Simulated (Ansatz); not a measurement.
The structure below was relaxed with PBEsol in Ansatz (plane waves to 420 eV, PAW, no spin-orbit coupling).

Space group Fm-3m (No. 225); a = 4.489 Å, b = 4.489 Å, c = 4.489 Å, α = 90.00°, β = 90.00°, γ = 90.00°

```
atom  site  symmetry       x       y       z
----  ----  --------  ------  ------  ------
B       4a      m-3m  0.0000  0.0000  0.0000
Ti      4b      m-3m  0.5000  0.5000  0.5000
```

Write out a cell with all atoms.


```
TiB
1.0
    4.48946     0.00000     0.00000
    0.00000     4.48946     0.00000
    0.00000     0.00000     4.48946
B Ti
4 4
Cartesian
  0.00000   0.00000   0.00000
  0.00000   2.24473   2.24473
  2.24473   0.00000   2.24473
  2.24473   2.24473   0.00000
  2.24473   0.00000   0.00000
  2.24473   2.24473   2.24473
  0.00000   0.00000   2.24473
  0.00000   2.24473   0.00000
```
This is the conventional cell.

No phonon test of stability was made. The final runs are not spin-polarised. An odd electron count without spin: TiB. The cell was made from TiC by this change: C → B; the result is a hypothetical phase, not in the database extracts checked.

Ansatz is a quantum-chemistry and plane-wave program.
